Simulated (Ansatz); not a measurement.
Take Sr₂MgMoO₆ (space group I4/m, No. 87; a = 5.533 Å, c = 7.948 Å; a cell from a computed database, its experimental status unchecked) as the base.

Calculations: PBEsol, PAW, 420 eV (Ansatz, a first-principles code; without spin-orbit coupling).

One change was made to it. Results:

The valley order (the lowest conduction-band minima on the path, energy above the VBM, named in the base's zone) becomes X (0, 0, 1/2) 2.35 eV; M (1/2, 1/2, 1/2) 2.45 eV (base: X (0, 0, 1/2) 2.27 eV; M (1/2, 1/2, 1/2) 2.36 eV); the lattice parameter a drops by 0.0952 Å (5.533 Å → 5.437 Å); the c/a ratio grows by 0.006, from 1.436 to 1.442.

Problem. Name the change that was made.
(A) pressure 3 GPa
(B) pressure 0.7 GPa
(C) pressure 0.3 GPa
(D) pressure 7.5 GPa

Solution. D, pressure 7.5 GPa. For comparison, the valley order in the other runs: pressure 0.7 GPa gives X (0, 0, 1/2) 2.28 eV; M (1/2, 1/2, 1/2) 2.37 eV; pressure 3 GPa gives X (0, 0, 1/2) 2.30 eV; M (1/2, 1/2, 1/2) 2.40 eV; pressure 0.3 GPa gives X (0, 0, 1/2) 2.28 eV; M (1/2, 1/2, 1/2) 2.37 eV.

The levels and masses belong to the bands next to the band gap. Load acts through the strain it causes; cell and atoms are relaxed under it. Stability against distortions was not tested. Competing high-pressure phases were not computed.
